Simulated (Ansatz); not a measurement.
LuAsO₄ (I4₁/amd, No. 141, 12 atoms in the cell; start COD 9011135), treated with r²SCAN in Ansatz (PAW).

Settings: plane-wave cutoff 560 eV, 8×8×8 k mesh, Fermi–Dirac smearing 0.01 eV, scalar-relativistic PAW data made under PBE.

Cell (measured lattice):

```xyz
12
Lattice="-3.4745 3.4745 3.1135 3.4745 -3.4745 3.1135 3.4745 3.4745 -3.1135" Properties=species:S:1:pos:R:3 pbc="T T T"
Lu     0.0000     0.0000     0.0000
Lu     0.0000     3.4745     1.5568
As     3.4745     0.0000     1.5568
As     0.0000     0.0000     3.1135
O      1.2738     0.0000     4.2101
O      3.4745     1.2738     2.6533
O      2.2007     3.4745     1.0966
O      3.4745    -1.2738     2.6533
O      4.7483     0.0000     0.4602
O      3.4745     2.2007    -1.0966
O      2.2007     0.0000     0.4602
O      0.0000     1.2738     2.0169
```

Predict the band gap.


* **band gap**: 4.80 eV

Note: the file's cell can be that of a phase stable at another temperature; cell and atoms aren't relaxed at this level (largest force component 0.17 eV/Å, pressure 0.9 GPa).

Spin–orbit coupling is not included.

The computed numbers hold no vibrational or temperature effects.

Ansatz is a first-principles code.
